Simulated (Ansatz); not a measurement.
# Variants of one calculation on InSe (P6_3/mmc, 8 atoms in the cell)

```
InSe
1.0
    4.11812     0.00000     0.00000
   -2.05906     3.56640     0.00000
    0.00000     0.00000    17.75784
In Se
4 4
Cartesian
  0.00000   2.37760   5.86541
  2.05906   1.18880  11.89242
  2.05906   1.18880  14.74433
  0.00000   2.37760   3.01351
  0.00000   2.37760  10.60711
  2.05906   1.18880   7.15073
  2.05906   1.18880   1.72819
  0.00000   2.37760  16.02965
```

Base run A: PBE, PAW files (Ansatz, a quantum-chemistry and plane-wave program), self-consistent single point.

Its settings: basis.ecutwfc = 420 eV; kpoints.mp_grid.grid = 5 5 1; hamiltonian.xc = pbe; hamiltonian.pseudopotentials = {kind: paw} (the program's default PAW files); scf.occupations.method = fermi_dirac; scf.occupations.width = 0.01 eV.

The starting cell comes from a database of computed structures (which also holds hypothetical and non-ambient phases and stackings), without a prior relaxation at this level. Its lattice was rescaled by a random factor within 2.5 % of one. Ansatz's pressure includes its estimate of the finite-basis (Pulay) stress.

ΔF is the free energy per atom less that of run A. A dash stands where there is no value to compare (another energy zero or no entropy term, no result, no spin, no clean gap, or a mesh too coarse for one). 

Runs C sample the zone with one or two k-points, far too few for so small a cell.

Run A gave: pressure (GPa) -0.79; largest force (eV/Å) 0.208; gap on the mesh (eV) 0.397; k-points 5; valence electrons 116.

Runs:
- B: kpoints.mp_grid.grid: 5 5 1 → 3 3 1
- C: kpoints.mp_grid.grid: 5 5 1 → 2 2 1
- D: kpoints.mp_grid.grid: 5 5 1 → 4 4 1
- E: scf.convergence.dr2_threshold: default (1e-07 eV) → 1e-05 eV
- F: 1 x 1 x 2 supercell, mesh divided and rounded up
- G: scf.occupations.width: 0.01 eV → 0.8 eV
- H: crystal.symmetry.detect: default → false
- I: scf.mixing.preconditioner: default (the program chose Resta) → local_kerker
- J: scf.mixing.algorithm: default (the program chose MSR1) → anderson
- K: scf.mixing.algorithm: default (the program chose MSR1) → anderson; scf.mixing.beta: default → 0.05

**Question.** What does run D change against A?

**Answer.** The free energy goes up by 12.4 meV/atom, the pressure goes from -0.79 to -0.66 GPa, the largest force hardly changes (0.208 to 0.205 eV/Å) and the gap on the mesh moves little (0.397 to 0.395 eV).

**Question.** What does run G change against A?

**Answer.** The free energy goes down by 257 meV/atom, the pressure goes from -0.79 to 1.72 GPa and the largest force hardly changes (0.208 to 0.209 eV/Å).

| run | ΔF (meV/atom) | pressure (GPa) | largest force (eV/Å) | gap on the mesh (eV) | k-points | valence electrons |
|---|---|---|---|---|---|---|
| A | 0.00 | -0.79 | 0.208 | 0.397 | 5 | 116 |
| B | 65.4 | -0.16 | 0.203 | 0.388 | 3 | 116 |
| C | 288.0 | 1.21 | 0.101 | 0.371 | 2 | 116 |
| D | 12.4 | -0.66 | 0.205 | 0.395 | 4 | 116 |
| E | 0.00 | -0.79 | 0.208 | 0.397 | 5 | 116 |
| F | -2.4 | -0.80 | 0.199 | 0.399 | 5 | 232 |
| G | -256.8 | 1.72 | 0.209 | – | 5 | 116 |
| H | 0.00 | -0.79 | 0.208 | 0.397 | 13 | 116 |
| I | 0.00 | -0.79 | 0.208 | 0.397 | 5 | 116 |
| J | 0.00 | -0.79 | 0.208 | 0.397 | 5 | 116 |
| K | 0.00 | -0.79 | 0.208 | 0.397 | 5 | 116 |

Keys are those of Ansatz 0.2.
